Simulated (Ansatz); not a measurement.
A periodic model of amorphous Ge₁₉Se₃₈Cu:

```xyz
58
Lattice="11.9572 0.1816 0.0545 0.1816 12.1424 0.0774 0.0545 0.0774 11.0208" Properties=species:S:1:pos:R:3 pbc="T T T"
Ge     9.9237     5.6796     4.4738
Ge    11.4168    11.6500     5.3536
Ge     9.3439    10.2226    10.3186
Ge     5.8420    11.2972     4.2804
Ge     5.2611     3.8762     2.1522
Ge     8.6715     4.9420     7.7960
Ge     1.0075     7.6305     3.1055
Ge     6.3310     7.4977     8.6257
Ge     7.9545    11.5631     1.7250
Ge    10.9342     4.5745     9.9462
Ge     2.1986     0.2014     8.2083
Ge     4.5353     4.4051     8.7263
Ge     6.3924    11.1621     8.5197
Ge     2.4293     7.3074     6.9022
Ge     3.8468     1.1854     1.6939
Ge     9.0932     4.0098     2.1076
Ge    11.9564     9.6953     8.0433
Ge     7.6901     1.5264     7.3614
Ge     4.8216     7.7991     3.6888
Se     2.0581    12.0681     1.0090
Se     5.5672    11.5700     1.1272
Se     5.4432     0.2631     6.5199
Se     8.5627    10.2661     8.0310
Se    11.2982     8.9143    10.1965
Se     2.6314     8.5473     4.7663
Se     7.2427     3.0462     1.0093
Se     6.3837     1.1412     9.5018
Se     2.1562    11.7072     4.8277
Se    10.4187     3.2893     7.9335
Se    11.2736     9.1624     5.8181
Se    11.7748    12.1137     7.9603
Se     2.1550     2.4529     7.0596
Se     4.0309     8.6322     1.5739
Se    11.4046     9.4758     2.6017
Se     6.6552     3.8606     7.0796
Se     6.6116     8.9144     4.7167
Se     5.1103     9.4769     9.4875
Se     5.3102     6.0388    10.3812
Se     0.7244     5.6232     7.0937
Se     2.4672     6.8747     1.3305
Se     7.9374     9.2316     1.0396
Se     9.4780     0.2007     0.1604
Se     4.6075     2.1329     3.7621
Se     8.9427     5.9418     9.9669
Se     0.3813     5.5268     4.1250
Se     8.9286     6.3818     2.4095
Se     4.6351     6.4120     6.8984
Se    11.1166     3.3165     0.9933
Se     9.4513     3.3204     4.4074
Se     1.1463     5.3631     9.5022
Se     3.6151     3.2460     0.4583
Se     5.0033     5.4180     4.0138
Se     1.4569     1.5991    10.1946
Se     9.0795     6.8346     6.3792
Se     8.2339    12.0652     4.0013
Se     1.2145     1.8503     4.9853
Se     2.3353     9.1135     8.4022
Cu     0.9697    11.0292     2.8846
```

Computed with PBE-D3(BJ), scalar-relativistic without spin-orbit coupling, PAW (Ansatz default set, large-core Se) (plane waves to 420 eV; Ansatz, a program for electronic structure).

The cell was made by melting and quenching with the CHGNet potential and then relaxed with DFT. The hot cell started wider than the set density and was brought back towards it in steps. It is the lowest in DFT energy of 3 quenches. It is a model cell: composition and starting density were chosen by hand, and all elements were melted together. The geometry includes D3(BJ) dispersion. Its density started from a set value of 4.28 and ended at 4.61 g/cm³. The simulated quench (nominally 60 K/ps over its main leg) is rapid and tends to freeze in more defects than a deposited or slowly cooled glass has. A cell of this size samples the disorder only roughly. Volume and shape were free in the relaxation. On a 2×2×2 Γ-centred mesh force components of up to 0.16 eV/Å stay, since the relaxation ran on one k-point at (1/4, 1/4, 1/4).

Neighbours within Ge-Ge 2.85 Å, Ge-Se 2.90 Å, Ge-Cu 3.02 Å, Se-Se 2.76 Å, Se-Cu 3.02 Å, Cu-Cu 3.17 Å count as bonded.

Question: Give the coordination numbers, mean bond lengths and angles.

Answer: 
Mean coordination of Ge: 3.74 (5 with 3, 14 with 4)
Mean coordination of Se: 2.18 (31 with 2, 7 with 3)
Mean coordination of Cu: 4.00 (1 with 4)
Mean Ge-Se bond: 2.456 Å (spread 0.098 Å, 70 counted)
Mean Se-Se bond: 2.404 Å (spread 0.038 Å, 5 counted)
Mean Se-Cu bond: 2.371 Å (spread 0.030 Å, 3 counted)
Bond angle at Ge: mean 105.4°, spread 14.1°
Bond angle at Se: mean 96.2°, spread 14.6°
Bond angle at Cu: mean 108.3°, spread 28.2°

Question: Which atoms depart from the most common coordination of their element?

Answer: Ge4 has 3 (Se55 2.53 Å, Se36 2.54 Å, Se22 2.58 Å); Ge8 has 3 (Se37 2.48 Å, Se38 2.50 Å, Se47 2.65 Å); Ge11 has 3 (Se32 2.53 Å, Se53 2.54 Å, Se31 2.62 Å); Ge12 has 3 (Se38 2.45 Å, Se47 2.72 Å, Se35 2.74 Å); Ge18 has 3 (Se27 2.54 Å, Se35 2.57 Å, Se22 2.71 Å); Se20 has 3 (Cu58 2.40 Å, Se53 2.42 Å, Ge15 2.46 Å); Se22 has 3 (Ge13 2.41 Å, Ge4 2.58 Å, Ge18 2.71 Å); Se25 has 3 (Ge14 2.48 Å, Ge7 2.50 Å, Ge19 2.55 Å); Se28 has 3 (Cu58 2.38 Å, Se56 2.42 Å, Ge2 2.75 Å); Se31 has 3 (Ge17 2.43 Å, Ge11 2.62 Å, Ge2 2.67 Å); Se35 has 3 (Ge6 2.40 Å, Ge18 2.57 Å, Ge12 2.74 Å); Se47 has 3 (Ge14 2.38 Å, Ge8 2.65 Å, Ge12 2.72 Å).
